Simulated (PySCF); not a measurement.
PySCF 2.14.0, PBE0/def2-tzvp, df: Ge(F)2 ([F][Ge][F]), 3 atoms. The geometry is a generated start, not checked to be a minimum at this level.

```
Property                       Value
-------------------  ---------------
task                          energy
method                          pbe0
basis                      def2-tzvp
two-electron scheme  density fitting
mol.max_memory               3000 MB
mf.max_cycle                     100
mf.conv_tol          1e-09 (default)
mf.grids.level           3 (default)
basis functions                  110
grid points                    49168
```

```xyz
3

Ge     0.0645    -0.0376     0.8101
F      0.6290     1.1619    -0.3982
F     -0.6936    -1.1243    -0.4119
```

With the defaults (mf.DIIS = CDIIS, mf.diis = true, mf.level_shift = 0, mf.diis_space = 8, mf.diis_damp = 0, mf.init_guess = minao) it converges in 12 Fock builds. One run each on 2 threads, 1 BLAS thread, with these changes:
- mf.diis_damp = 0.3
- mf.DIIS = EDIIS
- mf.diis_space = 20
- mf.diis_space = 3
- mf.init_guess = 1e
- mf.diis = false
- mf.diis_space = 12
- mf.level_shift = 0.1 Hartree
- mf.level_shift = 0.3 Hartree

**Question.** Which runs fail or end elsewhere than the default run?

**Answer.** No convergence: mf.DIIS = EDIIS; mf.diis = false (the run ends without SCF convergence in 100 cycles). The rest reach the solution of the defaults.

| setting | Fock builds | end |
|---|---|---|
| the defaults | 12 | same solution |
| mf.diis_space = 12 | 12 | same solution |
| mf.diis_damp = 0.3 | 12 | same solution |
| mf.diis_space = 20 | 12 | same solution |
| mf.level_shift = 0.1 Hartree | 13 | same solution |
| mf.diis_space = 3 | 15 | same solution |
| mf.level_shift = 0.3 Hartree | 16 | same solution |
| mf.init_guess = 1e | 17 | same solution |
| mf.DIIS = EDIIS | 101 | no convergence |
| mf.diis = false | 101 | no convergence |
